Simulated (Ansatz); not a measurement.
An Ansatz (a program for electronic structure) run: CsSnI3 with a change (pressure 5 GPa); PBE (Ansatz), scalar-relativistic without spin-orbit coupling, earlier PAW set.

Input:

Ansatz 0.2 input:
```yaml
crystal:
  lattice:
    - [5.9959504119, 0, 0]
    - [0, 5.9959504119, 0]
    - [0, 0, 5.9959504119]
  atoms:
    - { symbol: Cs, position: [0, 0, 0] }
    - { symbol: Sn, position: [0.5, 0.5, 0.5] }
    - { symbol: I, position: [0, 0.5, 0.5] }
    - { symbol: I, position: [0.5, 0.5, 0] }
    - { symbol: I, position: [0.5, 0, 0.5] }
basis: { ecutwfc: 420, ecutrho_ratio: 4, xc_grid: 2, fft_grid_basis: typed }
kpoints: { mp_grid: { grid: [6, 6, 6] } }
hamiltonian:
  xc: pbe
  dispersion: none
  pseudopotentials: { azcp: { folder: ./paw }, kind: paw }
scf: { occupations: { method: fermi_dirac, width: 0.05 } }
relax: { f_tol: 0.01, max_steps: 60, cell: { stress_tol: 0.02, p_target: 5.0 } }
output: { forces: true, stress: true }
checkpoint: { write: state.ck, write_every: 1000 }
```

Output (explanatory and most iteration lines left out):

```
Relaxation: its limit of steps is 60 (relax.max_steps)
Pseudopotential: Cs, paw, valence charge 9
Pseudopotential: Sn, paw, valence charge 14
Pseudopotential: I, paw, valence charge 17
Crystal: 5 atoms, lattice volume = 215.563 Å³
Basis set: ecut = 420 eV, 4169 PW (Γ), exchange–correlation on 90×90×90 points (8 copies of the dense FFT grid, shifted against one another)
Bands: 45, of which v1, the nominal top of the filled ones, is band 37 counted from 1 (36 counted from 0)
Symmetry: 48 space group operations
Space group: Pm-3m (ITA 221), of the structure as read, at distance tolerance 6.0e-5 Å
k-points: 20 of 216
Functional: x = pbe(κ = 0.804, μ = 0.2195149727645171), c = pbe(β = 0.06672455060314922)
SCF iter   1: F=—  HF=-34240.183338 eV  |F-HF|=—  |Δ(HF+E_count)|=         —  Δρ=2.61e-2  dr2=3.24e0  ethr=3.10e-3  ⟨swp⟩=10.2  Hψ=4290  notcnv=0  defer=2
SCF iter   2: F=—  HF=-34239.048969 eV  |F-HF|=—  |Δ(HF+E_count)|=    1.13e0  Δρ=1.06e-2  dr2=6.76e-1  ethr=3.10e-3  ⟨swp⟩=4.4  Hψ=1730  notcnv=0  defer=41
SCF 1 converged in 9 iterations: F = -34238.750397 eV  dr2 = 8.54e-9
relax step   1: F+E_penalty+E_count = -34238.75039653 eV  Δ(F+E_penalty+E_count) = +0.000e0 eV  max|allowed force component| = 5.435e-29 eV/Å  Δτ_max = 0.0000 Å  P = +2.999 GPa  Ω = 215.563 Å³  (9 SCF iters, dr2 threshold 1.00e-7 eV, accepted)
[... steps on the carried basis left out ...]
relax step   5: F+E_penalty+E_count = -34238.43037209 eV  Δ(F+E_penalty+E_count) = +6.591e-4 eV  max|allowed force component| = 7.350e-30 eV/Å  Δτ_max = 0.0000 Å  P = +5.001 GPa  Ω = 202.576 Å³  stress off target by 6.23e-4 GPa  SCF on the basis re-selected at this cell (its energy is not comparable with the rows above)  (6 SCF iters)
SCF converged after 6 iterations
Free energy (F): -34238.430372 eV
Internal energy: -34238.429096 eV  (E = F + TS)
E sigma→0 (E₀):  -34238.429734 eV
Entropy (-TS):   -0.001276 eV (-0.255 meV/atom)
Fermi energy:    7.564481 eV
--- Forces (eV/Å), atoms counted from 1 ---
  atom   1  Cs    -0.00000000     0.00000000    -0.00000000
  atom   2  Sn     0.00000000     0.00000000     0.00000000
  atom   3  I      0.00000000    -0.00000000     0.00000000
  atom   4  I     -0.00000000    -0.00000000     0.00000000
  atom   5  I      0.00000000    -0.00000000     0.00000000
--- Stress (GPa, compression-positive) ---
        5.000623      -0.000000      -0.000000
        0.000000       5.000623      -0.000000
       -0.000000      -0.000000       5.000623
  P = ⅓ Tr σ = 5.0006 GPa (50.006 kbar)
--- Relaxed structure (4 steps of the walk, 4 accepted, 1 SCFs on fresh bases) ---
  cell:  # Å, volume = 202.5758 Å³
    - [5.873034517923984, 1.2037062152420224e-33, -5.777789833161707e-34]
    - [1.0753108856162068e-33, 5.873034517923984, 0.0]
    - [-5.777789833161707e-34, 0.0, 5.873034517923984]
  atoms:
    - { symbol: Cs, position: [1.2312862759577606e-35, 1.0037659858320055e-36, -7.762456957109673e-36] }
    - { symbol: Sn, position: [0.5, 0.5, 0.5] }
    - { symbol: I, position: [1.2312862759528932e-35, 0.5, 0.5] }
    - { symbol: I, position: [0.5, 0.5, 1.6060255773240597e-36] }
    - { symbol: I, position: [0.5, -6.691773239364141e-37, 0.5] }
```

The mesh was chosen for an insulator and is coarse for the gapless case. Spin-orbit coupling, missing from the scalar runs, can matter with I. Load acts through the strain it causes; cell and atoms are relaxed under it. Stability against distortions was not tested. No other phases were tried under pressure. The final runs are not spin-polarised. The cell was made from CsSnI3 in the cubic perovskite structure (space group Pm-3m, No. 221) by this change: pressure 5 GPa. Many cubic perovskites are stable only at high temperature; tilts and polar distortions were not tested.
